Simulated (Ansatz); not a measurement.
Start from ZnO in the wurtzite structure (space group P6_3mc, No. 186; a = 3.230 Å, c = 5.215 Å). Axes: x lies along a and z along c of the hexagonal cell.

Now apply this change: biaxial strain −0.35 %, plane normal [001], relaxed out of plane (Cartesian); in-plane vectors clamped, the third vector and the atoms free.

Levels (all Ansatz, a quantum-chemistry and plane-wave program, PAW): PBEsol (420 eV, no SOC); r2SCAN (500 eV, without spin-orbit coupling); HSE06 (420 eV, no spin-orbit coupling).

At the geometry relaxed with PBEsol, these levels gave the following band gaps, in shuffled order: (a) 2.53 eV, (b) 1.24 eV, (c) 0.70 eV.

Match each gap to its level.

(a) HSE06; (b) r2SCAN; (c) PBEsol.

Single points use the geometry relaxed with PBEsol. Stability against distortions was not tested.
